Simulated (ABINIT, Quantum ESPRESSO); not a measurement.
A Quantum ESPRESSO input for a self-consistent single point of CaC2 (Pnnm, 6 atoms in the cell) (DFT, PBEsol, plane waves, GBRV 1.5 ultrasoft (PBESOL) pseudopotentials):

```fortran
&control
  calculation = 'scf'
  prefix = 'cac2'
  outdir = './tmp'
  pseudo_dir = './'
  tprnfor = .true.
  tstress = .true.
/
&system
  ibrav = 8
  A = 4.4072300000
  B = 5.9043500000
  C = 3.8973400000
  nat = 6
  ntyp = 2
  ecutwfc = 40
  ecutrho = 200
  occupations = 'fixed'
  nbnd = 22
/
&electrons
  conv_thr = 1.0d-9
/
ATOMIC_SPECIES
Ca    40.0780  ca_pbesol_v1.uspp.F.UPF
C     12.0110  c_pbesol_v1.2.uspp.F.UPF
ATOMIC_POSITIONS crystal
Ca    0.0000000000    0.0000000000    0.0000000000
Ca    0.5000000000    0.5000000000    0.5000000000
C     0.8866600000    0.5644700000    0.0000000000
C     0.1133400000    0.4355300000    0.0000000000
C     0.3866600000    0.9355300000    0.5000000000
C     0.6133400000    0.0644700000    0.5000000000
K_POINTS automatic
4 3 5  0 0 0
```

Task: Give the ABINIT input for the same structure, mesh, smearing and functional.

Result: This is the input that was run; spellings and numerical settings could be chosen otherwise.

```
# CaC2, PseudoDojo nc-sr-04 PBEsol standard
pp_dirpath "./"
pseudos "Ca.upf, C.upf"
acell 4.4072300000 5.9043500000 3.8973400000 Angstrom
rprim
         1.0000000000    0.0000000000    0.0000000000
         0.0000000000    1.0000000000    0.0000000000
         0.0000000000    0.0000000000    1.0000000000
natom 6
ntypat 2
znucl 20 6
typat 1 1 2 2 2 2
xcart
         0.0000000000    0.0000000000    0.0000000000
         4.1642288341    5.5788022220    3.6824526073
         7.3845102761    6.2981329805    0.0000000000
         0.9439473921    4.8594714635    0.0000000000
         3.2202814420   10.4382736854    3.6824526073
         5.1081762262    0.7193307585    3.6824526073
ecut 82 Ry
occopt 1
nband 20
kptopt 1
ngkpt 4 3 5
nshiftk 1
shiftk 0 0 0
nstep 100
tolvrs 1.0e-12
prtwf 0
prtden 0
enunit 2
```

Basis, cutoffs, solver keys and any potentials are the target program's own. This input uses DFT, PBEsol, plane waves, norm-conserving pseudopotentials (PseudoDojo nc-sr-04 PBEsol standard).

The starting cell comes from a database of computed structures (which also holds hypothetical and non-ambient phases and stackings), without a prior relaxation at this level.
